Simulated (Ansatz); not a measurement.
# Hypothetical P-3m1 In2O3, pressure series

Take In$_{2}$O$_{3}$ (space group P-3m1, No. 164; a = 3.4191 Å, c = 6.0937 Å; a hypothetical phase, not in the database extracts checked) as the base.

Cell and atoms are relaxed at each pressure.

Calculations: PBEsol in Ansatz (plane waves to 420 eV, PAW, no spin-orbit coupling).

```tsv
pressure (GPa)	volume per atom (Å³/atom)
0	12.339
0.3	12.309
0.7	12.272
1.5	?
3	12.077
5	11.926
7.5	11.755
10	11.598
```

Question: Fit the third-order Birch–Murnaghan form P(V) = (3B₀/2)[(V₀/V)^(7/3) − (V₀/V)^(5/3)]·[1 + (3/4)(B₀′ − 4)((V₀/V)^(2/3) − 1)] (squares taken in P) to the rows shown and predict the withheld row.

Answer: Least squares on the printed values gives V₀ = 12.337 Å³/atom, B₀ = 131 GPa, B₀′ = 6.9; this predicts 12.202 Å³/atom, and the run gives 12.201 Å³/atom, in agreement.

Load acts through the strain it causes; cell and atoms are relaxed under it. Stability against distortions was not tested. No other phases were tried under pressure. The base started in P3m1 and relaxed to P-3m1 at this level.

Ansatz is a program for electronic structure.
